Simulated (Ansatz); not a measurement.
Worked example: self-consistent single point of InBi (P-6m2, 2 atoms in the cell) in Ansatz (an electronic-structure program).

Method of the run: PBE (plane waves, PAW; Ansatz).

```
CELL_PARAMETERS angstrom
      4.15875     0.00000     0.00000
     -2.07938     3.60159     0.00000
      0.00000     0.00000     4.05874
ATOMIC_POSITIONS crystal
  In 0.00000 0.00000 0.00000
  Bi 0.66667 0.33333 0.50000
```

Reference input (self-consistent single point, DFT, PBE, plane waves, default PAW files): basis.ecutwfc = 30.9 Ry; kpoints.mp_grid.grid = 9 9 8; hamiltonian.xc = pbe; hamiltonian.pseudopotentials = {kind: paw} (the program's default PAW files); scf.occupations.method = gaussian; scf.occupations.width = 0.01 Ry. This run's input differs from it in these lines:

Ansatz 0.2 input:
```diff
@@ -12,3 +12,3 @@
 kpoints:
-  mp_grid: { grid: [9, 9, 8] }
+  mp_grid: { grid: [18, 18, 16] }
 hamiltonian:
```

Log, with long lists cut:

```
SCF iter   1: F=—  HF=-17994.181819 eV  |F-HF|=—  |Δ(HF+E_count)|=         —  Δρ=1.40e-3  dr2=1.76e-3  ethr=1.77e-3  ⟨swp⟩=5.6  Hψ=28608  notcnv=0
all-band conjugate gradients solve this SCF's bands
preconditioner: auto → Kerker (q_TF=auto, 2.398 Å⁻¹)
SCF iter   2: F=—  HF=-17994.180443 eV  |F-HF|=—  |Δ(HF+E_count)|=   1.38e-3  Δρ=9.19e-4  dr2=7.97e-4  ethr=6.28e-6  ⟨swp⟩=2.0  Hψ=12157  notcnv=0
SCF iter   3: F=—  HF=-17994.180589 eV  |F-HF|=—  |Δ(HF+E_count)|=   1.46e-4  Δρ=4.50e-4  dr2=1.83e-4  ethr=2.85e-6  ⟨swp⟩=2.8  Hψ=10395  notcnv=0
SCF iter   4: F=—  HF=-17994.180557 eV  |F-HF|=—  |Δ(HF+E_count)|=   3.19e-5  Δρ=2.47e-4  dr2=4.18e-5  ethr=6.52e-7  ⟨swp⟩=2.0  Hψ=6704  notcnv=0
SCF iter   5: F=—  HF=-17994.180545 eV  |F-HF|=—  |Δ(HF+E_count)|=   1.15e-5  Δρ=5.70e-5  dr2=2.01e-6  ethr=1.49e-7  ⟨swp⟩=2.0  Hψ=10573  notcnv=0
SCF iter   6: F=—  HF=-17994.180547 eV  |F-HF|=—  |Δ(HF+E_count)|=   2.17e-6  Δρ=2.94e-5  dr2=3.43e-7  ethr=7.19e-9  ⟨swp⟩=2.0  Hψ=10552  notcnv=0
SCF iter   7: F=-17994.180547 eV  HF=-17994.180547 eV  |F-HF|=1.27e-8  |Δ(HF+E_count)|=   1.05e-7  Δρ=6.56e-6  dr2=2.93e-8  ethr=3.57e-10  ⟨swp⟩=6.3  Hψ=26220  notcnv=0
SCF 1 converged in 7 iterations: F = -17994.180547 eV  dr2 = 2.93e-8
Free energy (F): -17994.180547 eV
Internal energy: -17994.171670 eV  (E = F + TS)
E sigma→0 (E₀):  -17994.176108 eV
Entropy (-TS):   -0.008878 eV (-4.439 meV/atom)
Fermi energy:    10.014668 eV
--- Forces (eV/Å), atoms counted from 1 ---
  atom   1  In    -0.00000000     0.00000000     0.00000000
  atom   2  Bi     0.00000000    -0.00000000     0.00000000
--- Stress (GPa, compression-positive) ---
        2.471723      -0.000000       0.000000
       -0.000000       2.471723       0.000000
        0.000000       0.000000       2.538905
  P = ⅓ Tr σ = 2.4941 GPa (24.941 kbar)
  The stress holds the Pulay correction. Without it, at fixed plane waves, as pw.x and ABINIT print it: P = 2.4580 GPa
```

The run converged in 7 iterations. Against the reference run the free energy drops by 2.1 meV/atom and the pressure stays near 2.49 GPa while the zz stress (positive for compression) goes from 3.10 to 2.54 GPa.

The starting cell was generated: these elements placed on a structure prototype, without a prior relaxation; it need not be a known phase or ordering of this composition. Its lattice was rescaled by a random factor within 2.5 % of one. Ansatz's pressure includes its estimate of the finite-basis (Pulay) stress.

Cost on one core of a shared machine: roughly 40 s.
